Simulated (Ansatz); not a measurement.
The reference is CsPbCl3 in the cubic perovskite structure (space group Pm-3m, No. 221; a = 5.521 Å).

Level of theory: LDA, PAW, 420 eV (Ansatz, an electronic-structure program; without spin-orbit coupling).

Strains are applied to the cell and any free atomic positions relax.

One change was made to it. Results:

```tsv
quantity	base	after
valley order (the lowest conduction-band minima on the path, energy above the VBM, named in the base's zone)	R along ⟨111⟩ 1.53 eV; Γ 2.75 eV	R along ⟨111⟩ 1.44 eV; Γ 2.64 eV
energy relative to the base (free energy F)	0 meV/atom	+1.0 meV/atom
width of the top valence band	2.83 eV	2.97 eV
pressure	0.00 GPa	0.56 GPa
electron mass (degenerate bands, along [100])	0.093, 0.75, 0.75 mₑ (at R)	0.089, 0.73, 0.73 mₑ (at R)
```

**Question.** Which change produced these results?
A. isotropic strain −0.60 %
B. isotropic strain −1.80 %
C. isotropic strain −2.40 %
D. isotropic strain −1.20 %

**Answer.** A, isotropic strain −0.60 %. For comparison, the valley order in the other runs: isotropic strain −1.20 % gives R along ⟨111⟩ 1.34 eV; Γ 2.54 eV; isotropic strain −1.80 % gives R along ⟨111⟩ 1.24 eV; Γ 2.43 eV; isotropic strain −2.40 % gives R along ⟨111⟩ 1.13 eV; Γ 2.31 eV.

With Pb present, leaving out spin-orbit coupling can change the band edges. The levels and masses belong to the bands next to the band gap. Effective masses come from finite differences of ±0.01 Å⁻¹. Whether these cells are dynamically stable was not tested. Many cubic perovskites are stable only at high temperature; tilts and polar distortions were not tested. This is not the structure that CsPbCl3 has at room temperature and ambient pressure.
